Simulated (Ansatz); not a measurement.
The reference is Cu in the fcc (Cu type) structure (space group Fm-3m, No. 225; a = 3.5634 Å; relaxed with 0.1 eV smearing). Axes: x, y, z lie along the cube axes.

Calculations: PBEsol (Ansatz, a quantum-chemistry and plane-wave program; PAW; 420 eV plane waves; no spin-orbit coupling), earlier PAW set.

A first run, uniaxial strain ε_zz = +1.31 %, gives secant values C11 ≈ 200 GPa and C12 ≈ 140 GPa from its stress. A second run applies isotropic strain +1.32 %.

Task: What does linear elasticity predict for the bulk modulus −ΔP/(ΔV/V₀) in the second run, and what does the run give?

Result: Linear elasticity: (C11 + 2 C12)/3 = 160 GPa. The run gives 150 GPa; any difference comes from nonlinear terms at these strains and numerical noise.

No phonon test of stability was made. All final runs are without spin polarisation.
